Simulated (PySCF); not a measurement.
PySCF 2.14.0, B3LYP/def2-svpd, df: C=[SiH], charge +1, multiplicity 1, 5 atoms. The geometry is a generated start, not checked to be a minimum at this level.

| Item | Result |
|---|---|
| task | energy |
| method | b3lyp |
| basis | def2-svpd |
| two-electron scheme | density fitting |
| mol.max_memory | 3000 MB |
| mf.max_cycle | 100 |
| mf.init_guess | minao (default) |
| mf.DIIS | CDIIS (default) |
| mf.diis_space | 8 (default) |
| mf.conv_tol | 1e-09 (default) |
| mf.grids.level | 3 (default) |
| basis functions | 68 |
| grid points | 62728 |

```xyz
5

C     -0.7508     0.0786    -0.0041
Si     0.9747    -0.1035     0.0005
H     -1.4216    -0.7766     0.0267
H     -1.2167     1.0614    -0.0214
H      2.4144    -0.2600    -0.0018
```

Charge 1 and multiplicity 1 are set for this test and not shown to be the ground state.

One run each on 2 threads, 1 BLAS thread. Values of level_shift (Hartree) tried: 0 (default), 0.1, 0.3, 1.

Predict the course of the Fock builds along this series.

Fewest Fock builds: 0 (default) with 11. The count rises to 50 at 1. All converge to one solution.

```csv
level_shift (Hartree),Fock builds,end
0 (default),11,same solution
0.1,13,same solution
0.3,17,same solution
1,50,same solution
```
